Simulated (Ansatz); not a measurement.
Ti3Al: response to strain

Base system: Ti3Al (space group P6_3/mmc, No. 194).

```
Ti3Al
1.0
    5.74737     0.00000     0.00000
   -2.87369     4.97737     0.00000
    0.00000     0.00000     4.63190
Ti Al
6 2
Direct
  0.82982   0.65964   0.25000
  0.17018   0.82982   0.75000
  0.34036   0.17018   0.25000
  0.17018   0.34036   0.75000
  0.82982   0.17018   0.25000
  0.65964   0.82982   0.75000
  0.33333   0.66667   0.25000
  0.66667   0.33333   0.75000
```

Cartesian axes are those of the cell as printed.

Strains are applied to the cell and any free atomic positions relax; under biaxial strain the out-of-plane vector relaxes too.

All numbers come from Ansatz (a program for electronic structure) r2SCAN, without spin-orbit coupling, earlier PAW set.

Candidates:
(a) uniaxial strain ε_xx = +0.68 %
(b) isotropic strain −3.43 %
(c) biaxial strain −4.25 %, plane normal [001], relaxed out of plane

Notes on the quantities. energy relative to the base: free energy F.

### Question
Order them by energy relative to the base, highest first.

### Answer
(b) isotropic strain −3.43 % (+73 meV/atom), (c) biaxial strain −4.25 %, plane normal [001], relaxed out of plane (+54 meV/atom), (a) uniaxial strain ε_xx = +0.68 % (+0.5 meV/atom)

Whether these cells are dynamically stable was not tested. The final runs are not spin-polarised.
